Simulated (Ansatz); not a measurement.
Start from YN in the rock salt structure (space group Fm-3m, No. 225; a = 4.8561 Å).

It is then changed as follows: an isotropic linear strain of +1.90 %, atoms relaxed at fixed cell.

Computed with PBEsol/PAW in Ansatz (a quantum-chemistry and plane-wave program), scalar-relativistic without spin-orbit coupling.

Base, band edges from the VBM (valence, conduction): X -0.37, 0.08; W -1.55, 4.02; L -2.32, 5.79; Γ 0.00, 3.13; K -1.34, 2.43; U -1.34, 2.43 eV.

Question: Give the band edges at the high-symmetry points of the new zone, measured from its valence-band maximum.

Answer: 
```tsv
point	valence edge (eV)	conduction edge (eV)
Γ	0.00	3.05
X	-0.42	0.18
U	-1.29	2.37
K	-1.29	2.37
L	-2.17	5.50
W	-1.58	3.88
```

The gap is 0.18 eV, indirect, Γ → X.

No phonon test of stability was made. The base started in Pnma and relaxed to Fm-3m at this level. A zero or small gap of YN can be the functional's error rather than a property of the material.
